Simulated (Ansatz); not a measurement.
# ZnO: thickness series

Base system: ZnO in the wurtzite structure (space group P6_3mc, No. 186; a = 3.230 Å, c = 5.215 Å). Axes: x lies along a and z along c of the hexagonal cell.

Free-standing slabs (4 atom(s) a layer) normal to the y axis with 15 Å of vacuum; in-plane cell held at bulk.

The values are results of PBEsol, PAW, 420 eV (Ansatz, a quantum-chemistry and plane-wave program; no spin-orbit coupling), not measurements.

Notes on the quantities. excess energy per area of both faces: slab less bulk energy over the cell's area: twice a surface energy; layer's space group: with vacuum.

| change | excess energy per area of both faces | change of the spacing d12 from its bulk value of 0.932 Å | layer's space group |
|---|---|---|---|
| 1 layer | – | – | Pmn2_1 (No. 31) |
| 2 layers | 1.84 J/m² | ___ | Pmc2_1 (No. 26) |
| 3 layers | ___ | ___ | Pmn2_1 (No. 31) |
| 4 layers | ___ | -24.6 % | Pmc2_1 (No. 26) |

Q: What belongs in the blanks?

A: 
- 2 layers, change of the spacing d12 from its bulk value of 0.932 Å: -33.6 %
- 3 layers, excess energy per area of both faces: 1.97 J/m²
- 3 layers, change of the spacing d12 from its bulk value of 0.932 Å: -26.0 %
- 4 layers, excess energy per area of both faces: 2.00 J/m²

Slab and bulk use different k-meshes, which limits the precision of the excess energy. Whether these cells are dynamically stable was not tested.
